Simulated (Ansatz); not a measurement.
Band structure of Sn₂Ir (Fm-3m, 3 atoms in the cell).

```
Sn2Ir
1.0
    0.00000     3.18352     3.18352
    3.18352     0.00000     3.18352
    3.18352     3.18352     0.00000
Sn Ir
2 1
Cartesian
  4.77529   4.77529   4.77529
  1.59176   1.59176   1.59176
  0.00000   0.00000   0.00000
```

Method of the run: PBEsol, PAW files made with PBE (plane waves; Ansatz, a first-principles code).

Settings: basis.ecutwfc = 420 eV; kpoints.mp_grid.grid = 12 12 12; hamiltonian.xc = pbesol; hamiltonian.pseudopotentials = {kind: paw} (the program's default PAW files); scf.occupations.method = fermi_dirac; scf.occupations.width = 0.1 eV; kpoints.band_path.npoints = 8.

The starting cell comes from a database of computed structures (which also holds hypothetical and non-ambient phases and stackings), without a prior relaxation at this level. Spin-orbit coupling is off. Spin polarisation is off.

Levels in eV from the Fermi level, bands 20 to 26:
| point | 20 | 21 | 22 | 23 | 24 | 25 | 26 |
|---|---|---|---|---|---|---|---|
| Γ | -2.09 | -2.09 | 3.58 | 3.58 | 3.58 | 3.90 | 3.90 |
| X | -2.43 | -2.43 | -2.14 | -1.92 | 1.26 | 3.32 | 8.10 |
| W | -2.45 | -2.42 | -1.96 | -0.78 | 3.35 | 3.35 | 5.43 |
| K | -2.66 | -2.14 | -1.48 | -1.14 | 1.85 | 4.65 | 5.56 |
| L | -2.01 | -2.01 | -0.03 | -0.03 | 1.28 | 2.53 | 4.14 |
| U | -2.66 | -2.14 | -1.48 | -1.14 | 1.85 | 4.65 | 5.56 |

Bands cross the Fermi level along this path, so the cell is metallic at this level.

Keys are those of Ansatz 0.2.
